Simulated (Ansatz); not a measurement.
# Spacing of layers (Å) in related cells

A. As (R-3m)
B. Sb (R-3m)

Plane-wave PAW calculations with Ansatz (a program for electronic structure), its default PAW set. Each column's cells are at rest at that level. Cells are local rest points, mostly with their start's symmetry. For stacks the gap between the facing planes of neighbouring layers, for slabs the distance of the two top planes (atoms within 0.45 Å in height make one plane), for layered crystals the repeat.

```tsv
cell	PBE+D3(BJ)	r2SCAN+D4 (own geometry)
A	3.37 (repeat)	3.62 (repeat)
B	3.68 (repeat)	3.80 (repeat)
```

With PBE+D3(BJ) the value of B exceeds that of A by 0.31 Å. With r2SCAN+D4 (own geometry) the value of B exceeds that of A by 0.18 Å.
